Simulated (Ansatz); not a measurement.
Cost and result by functional for the surface energy of the (10-12) surface of hcp Y in its 1x1 cell, outermost plane spacing 0.70 Å in the ideal cut (one of several cuts of this face), in Ansatz (plane waves, PAW). Single points on the PBE structure, on one kind of machine; costs are rough ratios of the slab run's core time (references not counted) to the cheapest single point. r2SCAN's cost holds its higher cutoff (500 against 420 eV). Differences are taken against r2SCAN for comparison alone: no measured value is at hand, so the table doesn't rank accuracy.

Set-up: 12 atoms, 11.3 Å thick at the start; mesh 10x5x1; 0.1 eV smearing; dipole correction on; all atoms relaxed; symmetry of the start imposed; no spin, no spin-orbit, no U. These notes are the PBE run's.

| functional | relative cost | surface energy (J/m²) | less r2SCAN (J/m²) |
|---|---|---|---|
| LDA | 1 | 1.17 | 0.09 |
| PBEsol | 1 | 1.13 | 0.05 |
| RPBE | 2 | 0.94 | -0.14 |
| r2SCAN | 2 | 1.08 | 0.00 |
| PBE (the relaxed run's value) | – | 1.03 | -0.06 |

The values span 0.24 J/m², while the single points' costs differ by a factor of roughly 2. Differences are of unrounded values.

Ansatz is a quantum-chemistry and plane-wave program.
